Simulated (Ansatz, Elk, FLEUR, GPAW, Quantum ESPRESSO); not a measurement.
# One structure in several programs: Yb (Fm-3m, 1 atom in the cell)

Self-consistent single point, at a second geometry (lattice scaled by 0.98). First geometry:

```
Yb
1.0
    0.00000     2.72463     2.72463
    2.72463     0.00000     2.72463
    2.72463     2.72463     0.00000
Yb
1
Cartesian
  0.00000   0.00000   0.00000
```

Shared settings, as Ansatz (an electronic-structure program) writes them: kpoints.mp_grid.grid = 10 10 10; scf.occupations.method = fermi_dirac; scf.occupations.width = 0.1 eV. Potentials and cutoffs stand in the table.

```tsv
code	model	ΔF from the first geometry (meV/atom)	pressure (GPa)	cutoff
GPAW	PBE, GPAW PAW datasets PBE (gpaw-data 1.0.1)	-18.5	-0.88	800 eV
FLEUR	PBE, all-electron FLAPW (FLEUR), scalar-relativistic valence	-21.3	–	Kmax 3.8 1/bohr
Ansatz	PBE, PAW files	-21.4	-1.09	420 eV
Quantum ESPRESSO	PBE, SSSP 1.1.2 efficiency (PBE) pseudopotentials	-31.5	-1.90	50 Ry
Elk	PBE, all-electron FP-LAPW, Elk's shipped species files, APW+lo basis with extra local orbitals	-32.3	–	rgkmax 8
```

A dash marks a value that a program does not give, or that is left out as unsure.

On Ansatz's run: spin-orbit coupling is off. Spin polarisation is off.

The spread over the programs that give each value: ΔF from the first geometry within 13.8 meV/atom; pressure within 1.02 GPa.

FLEUR and Elk treat all electrons, but the usual bases taken here (sphere radii, linearisation, local orbitals, empty states) were not tested for convergence, so the values are no reference for the others. Ansatz's pressure is given at a fixed set of plane waves, as the other plane-wave codes print theirs; with its correction for the finite basis it is -1.03 GPa.

The starting cell comes from a database of computed structures (which also holds hypothetical and non-ambient phases and stackings), without a prior relaxation at this level. For this run, on top of that: lattice scaled by 0.98.

Keys are those of Ansatz 0.2.
